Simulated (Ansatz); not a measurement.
The starting structures come from a database of crystals and need not be the phases stable at ambient conditions.

By PBEsol, the system below comes out a metal.

A figure of merit of an interconnect metal is its ballistic conductance per area.

Consider the following.

```xyz
8
Lattice="4.5519 0.0000 0.0000 0.0000 9.6859 0.0000 0.0000 4.8430 2.7961" Properties=species:S:1:pos:R:3 pbc="T T T"
Re     1.1380     8.8805     1.3949
Re     3.4139     5.6483     1.4012
Re     3.4139    10.4913     1.3949
Re     1.1380     4.0376     1.4012
Re     1.1380     6.4537     2.7961
Re     3.4139     8.0752     0.0000
W      3.4139     8.0716     2.7961
W      1.1380    11.3002     2.7961
```

Space group of this cell: P6_3/mmc. The cell is taken as given; by PBEsol its mean pressure is -11.8 GPa.

The current flows along the normal of the first two printed cell vectors, the (110) plane of the conventional cell. No spin-orbit coupling; the value is a mean over 0.1 eV about the Fermi level.

Task: Compute, with Ansatz (an electronic-structure program) with PBEsol, the ballistic conductance per area.

Result: 1.1 × 10¹⁵ S/m² for both spins.
